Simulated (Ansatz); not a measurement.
The reference is Na in the bcc (W type) structure (space group Im-3m, No. 229; relaxed with 0.1 eV smearing).

```
CELL_PARAMETERS angstrom
     -2.09977     2.09977     2.09977
      2.09977    -2.09977     2.09977
      2.09977     2.09977    -2.09977
ATOMIC_POSITIONS crystal
  Na 0.00000 0.00000 0.00000
```

All numbers come from Ansatz (a program for electronic structure), PBE, PAW, cutoff 420 eV, scalar-relativistic without spin-orbit coupling, earlier PAW set.

For the base:

* **Pressure**: 0.0 GPa

Now apply this change: every lattice vector is shortened by 3.15 %; the atoms relax in the strained cell.

Task: Predict the new energy relative to the base and pressure.

Result: The energy rises by 8.7 meV/atom; the pressure goes from zero to 0.9 GPa.

Stability against distortions was not tested.
